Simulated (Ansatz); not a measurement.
BP (F-43m), HSE06, rigid bands in Ansatz (a program for electronic structure): band gap 1.95 eV, N_c = 3.75e19 cm⁻³ and N_v = 3.48e19 cm⁻³ at 300 K, conductivity masses of 0.315 mₑ (electrons) and 0.369 mₑ (holes). Take k_BT = 0.02585 eV.

### Question
A film of it is 2 nm thick. Estimate the confinement energies in an infinite well.

### Answer
ħ²π²/(2m t²) = 0.376 eV·nm²/(m/mₑ × t²) gives 298 meV for electrons and 255 meV for holes, so the gap would widen to about 2.50 eV. Finite barriers and nonparabolic bands lower this, and with several valleys or bands the heaviest mass along the normal sets the lowest level, not this average.

### Question
What thermal injection velocity √(2k_BT/πm) limits a ballistic channel?

### Answer
9.59e6 cm/s for electrons and 8.86e6 cm/s for holes, a ratio of √(m_h/m_e) = 1.08, for dilute carriers.

### Question
Find the intrinsic carrier density and the intrinsic Fermi level.

### Answer
n_i = √(N_c N_v) exp(−E_g/2k_BT) = 3.61e19 × exp(−37.71) = 1.5e3 cm⁻³. The level lies (k_BT/2) ln(N_v/N_c) = -1 meV from mid-gap (positive towards the conduction band). Each 0.1 eV added to the gap lowers n_i by a factor of 6.9.

Rigid, parabolic bands with the computed gap; masses take one relaxation time for all states. Spin-orbit coupling is left out; where it splits the top of the valence band, N_v and the p-type Seebeck coefficient come out somewhat high without it. Geometry: cell and atoms relaxed with PBEsol.
